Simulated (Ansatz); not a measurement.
The structure below was relaxed with Kohn–Sham DFT with the PBEsol functional, run in Ansatz (a quantum-chemistry and plane-wave program) with PAW and 420 eV plane waves, scalar-relativistic without spin-orbit coupling, at pressure 100 GPa.

Space group Pm-3m (No. 221); a = b = c = 4.049 Å, α = β = γ = 90.00°

```
atom  site  symmetry       x       y       z
----  ----  --------  ------  ------  ------
Lu      3c    4/mm.m  0.0000  0.5000  0.5000
Sn      1a      m-3m  0.0000  0.0000  0.0000
C       1b      m-3m  0.5000  0.5000  0.5000
```

### Question
Write out a cell with all atoms.

### Answer
```cif
data_CLu3Sn
_chemical_formula_sum 'Lu3 Sn1 C1'
_space_group_name_H-M_alt 'P 1'
_space_group_IT_number 1
_cell_length_a 4.04860
_cell_length_b 4.04860
_cell_length_c 4.04860
_cell_angle_alpha 90.000
_cell_angle_beta 90.000
_cell_angle_gamma 90.000
loop_
_space_group_symop_operation_xyz
  'x, y, z'
loop_
_atom_site_label
_atom_site_type_symbol
_atom_site_fract_x
_atom_site_fract_y
_atom_site_fract_z
_atom_site_occupancy
Lu1 Lu 0.50000 0.00000 0.50000 1
Lu2 Lu 0.00000 0.50000 0.50000 1
Lu3 Lu 0.50000 0.50000 0.00000 1
Sn1 Sn 0.00000 0.00000 0.00000 1
C1 C 0.50000 0.50000 0.50000 1
```
This is the conventional cell.

Load acts through the strain it causes; cell and atoms are relaxed under it. Stability against distortions was not tested. No other phases were tried under pressure. All final runs are without spin polarisation. The cell was made from Lu3SnC in the anti-perovskite structure (space group Pm-3m, No. 221; a cell from a computed database, its experimental status unchecked) by this change: pressure 100 GPa.
